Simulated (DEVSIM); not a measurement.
System: abrupt Si n-p junction, at 300 K.

Layer 1 from the left is Si, thickness (μm) 0.370, Nd (cm⁻³) 7.9e16, τn (s) 4.3e-7, τp (s) 4.3e-7. Layer 2 from the left is Si, thickness (μm) 21.0, Na (cm⁻³) 3.6e17, τn (s) 4.3e-7, τp (s) 4.3e-7.

Left contact: ohmic. Right contact: ohmic. Voltage is applied to the left contact. Recombination: SRH at mid-gap, Auger. Mobility is constant in doping.

Constants are typed, rounded textbook-type inputs, not results; the design itself was drawn at random and stands for no fabricated device. Values at 300 K.

Si: gap (eV) 1.124, affinity (eV) 4.05, permittivity 11.7, Nc (cm⁻³) 2.86e19, Nv (cm⁻³) 3.1e19, μn (cm²/Vs) 1417, μp (cm²/Vs) 470, Cn (cm⁶/s) 2.8e-31, Cp (cm⁶/s) 9.9e-32.

### Question
Estimate by hand the built-in potential, the peak field at zero bias, the capacitance at 0.6 V, and compare with a numerical solution.

### Answer

- Built-in potential: ni = √(Nc Nv) exp(−Eg/2kT) = 1.08e10 cm⁻³ with Eg = 1.124 eV; Vbi = kT/q ln(Na Nd/ni²) = 0.857 V; numerical 0.857 V.
- Peak field at zero bias: depletion approximation: W = √(2εVbi/(qN)) = 0.131 μm with N = 6.48e16 cm⁻³; field = 2Vbi/W = 131000 V/cm; numerical 127000 V/cm (estimate above by 3.1 %).
- Capacitance at 0.6 V: C = √(qεN / 2(Vbi + |V|)) = 60.8 nF/cm²; numerical 61.9 nF/cm² (estimate below by 1.8 %).

Model (solved in DEVSIM): 1D drift-diffusion, Boltzmann statistics, complete ionisation; no tunnelling, impact ionisation, image-force lowering or self-heating.
